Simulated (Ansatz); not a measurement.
**Pt: response to strain**

Base system: Pt in the fcc (Cu type) structure (space group Fm-3m, No. 225; relaxed with 0.1 eV smearing).

```
CELL_PARAMETERS angstrom
      0.00000     1.97088     1.97088
      1.97088     0.00000     1.97088
      1.97088     1.97088     0.00000
ATOMIC_POSITIONS crystal
  Pt 0.00000 0.00000 0.00000
```

Cartesian axes are those of the cell as printed.

Strains are applied to the cell and any free atomic positions relax; under biaxial strain the out-of-plane vector relaxes too.

Calculations: Kohn–Sham DFT with the r2SCAN functional, run in Ansatz (a program for electronic structure) with PAW and 500 eV plane waves, scalar-relativistic without spin-orbit coupling.

Notes on the quantities. in-plane stress: mean in-plane stress (compression positive); energy relative to the base: free energy F.

| change | in-plane stress | energy relative to the base | out-of-plane strain |
|---|---|---|---|
| base | – | 0 meV/atom | – |
| biaxial strain +0.50 %, plane normal [001], relaxed out of plane | -1.1 GPa | +0.5 meV/atom | -0.72 % |
| biaxial strain +1.00 %, plane normal [001], relaxed out of plane | -2.0 GPa | +2.0 meV/atom | -1.45 % |
| biaxial strain +1.50 %, plane normal [001], relaxed out of plane | -2.8 GPa | +4.3 meV/atom | -2.19 % |
| biaxial strain +2.00 %, plane normal [001], relaxed out of plane | -3.5 GPa | +7.4 meV/atom | -2.94 % |
| biaxial strain +2.50 %, plane normal [001], relaxed out of plane | -4.1 GPa | +11 meV/atom | -3.69 % |
| biaxial strain +3.00 %, plane normal [001], relaxed out of plane | -4.6 GPa | +15 meV/atom | -4.46 % |

Whether these cells are dynamically stable was not tested. The final runs are not spin-polarised.
